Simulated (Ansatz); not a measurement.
CsCl-type RuAl was calculated with PBE in Ansatz (PAW).

Settings: plane-wave cutoff 520 eV, 18×18×18 k mesh, Fermi–Dirac smearing 0.05 eV, no spin polarisation, scalar-relativistic PAW data made under PBE.

Pressure at four volumes; x = ln(V/13.550 Å³). One pressure is withheld.

```tsv
V (Å³/atom)	x	P (GPa)
12.737	-0.0619	?
13.008	-0.0408	9.09
13.550	0.0000	0.00
14.363	0.0583	-10.42
```

Q: Pass a parabola P(x) through the three rows shown, estimate the bulk modulus and its pressure derivative near zero pressure, and predict the withheld pressure.

A: Slopes between the rows: (0.00 − (9.09))/(0.0000 − (-0.0408)) = -222.79 and (-10.42 − (0.00))/(0.0583 − (0.0000)) = -178.73 GPa. Their difference over the span 0.0991 is c = 44.06/0.0991 = 444.6 GPa, so P(x) = 9.09 + (-222.79)(x − (-0.0408)) + 444.6 (x − (-0.0408))(x − (0.0000)). At the middle row B = −dP/dx = −[-222.79 + 444.6 × 0.0408] = 204.7 GPa, and B′ = dB/dP = 2c/B = 4.3. At x = -0.0619 the parabola gives 14.37 GPa; the run gives 14.44 GPa. The Birch–Murnaghan fit to the energies at all volumes has B0 = 203 GPa and B′ = 4.4.

Ansatz is an electronic-structure program.
